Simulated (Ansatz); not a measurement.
System: MgV2O6 (C2/m, No. 12). Method: PBEsol in Ansatz (plane waves, PAW).

Run with plane-wave cutoff 500 eV, 12×12×6 k mesh (along the axes of the cell as run), gaussian smearing 0.02 eV, no spin polarisation, scalar-relativistic PAW data made under PBE.

Cell (relaxed at this level):

```cif
data_MgO6V2
_chemical_formula_sum 'Mg1 V2 O6'
_space_group_name_H-M_alt 'P 1'
_space_group_IT_number 1
_cell_length_a 5.24353
_cell_length_b 5.24353
_cell_length_c 6.99481
_cell_angle_alpha 97.616
_cell_angle_beta 97.616
_cell_angle_gamma 38.556
loop_
_space_group_symop_operation_xyz
  'x, y, z'
loop_
_atom_site_label
_atom_site_type_symbol
_atom_site_fract_x
_atom_site_fract_y
_atom_site_fract_z
_atom_site_occupancy
Mg1 Mg 0.00000 0.00000 0.50000 1
V1 V 0.74329 0.74329 0.80982 1
V2 V 0.25671 0.25671 0.19018 1
O1 O 0.22104 0.22104 0.89403 1
O2 O 0.77896 0.77896 0.10597 1
O3 O 0.11398 0.11398 0.28101 1
O4 O 0.88602 0.88602 0.71899 1
O5 O 0.61358 0.61358 0.62697 1
O6 O 0.38642 0.38642 0.37303 1
```

### Question
What does this level give for the band gap?

### Answer

* **band gap**: 2.53 eV (on the SCF k mesh)

Note: the volume lies 17 % above that of the published cell.

Static lattice: no zero-point or thermal effects.

Ansatz is a quantum-chemistry and plane-wave program.
